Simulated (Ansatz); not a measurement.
The reference is Li2S in the anti-fluorite structure (space group Fm-3m, No. 225; a = 5.655 Å). Axes: x, y, z lie along the cube axes.

Level of theory: Ansatz (a first-principles code) PBEsol, without spin-orbit coupling.

Strains are applied to the cell and any free atomic positions relax; under biaxial strain the out-of-plane vector relaxes too.

One change was made to it. Results:

The energy goes up by 3.8 meV/atom; the band gap decreases by 0.049 eV, from 3.20 eV to 3.16 eV.

Problem. Name the change that was made.
A) biaxial strain −2.50 %, plane normal [111], relaxed out of plane
B) biaxial strain −1.25 %, plane normal [111], relaxed out of plane
C) biaxial strain +2.08 %, plane normal [111], relaxed out of plane
D) biaxial strain +1.67 %, plane normal [111], relaxed out of plane
E) biaxial strain +0.42 %, plane normal [111], relaxed out of plane

Solution. C, biaxial strain +2.08 %, plane normal [111], relaxed out of plane. For comparison, the energy relative to the base in the other runs: biaxial strain +0.42 %, plane normal [111], relaxed out of plane gives +0.2 meV/atom; biaxial strain −1.25 %, plane normal [111], relaxed out of plane gives +1.5 meV/atom; biaxial strain +1.67 %, plane normal [111], relaxed out of plane gives +2.5 meV/atom; biaxial strain −2.50 %, plane normal [111], relaxed out of plane gives +6.2 meV/atom.

Whether these cells are dynamically stable was not tested.
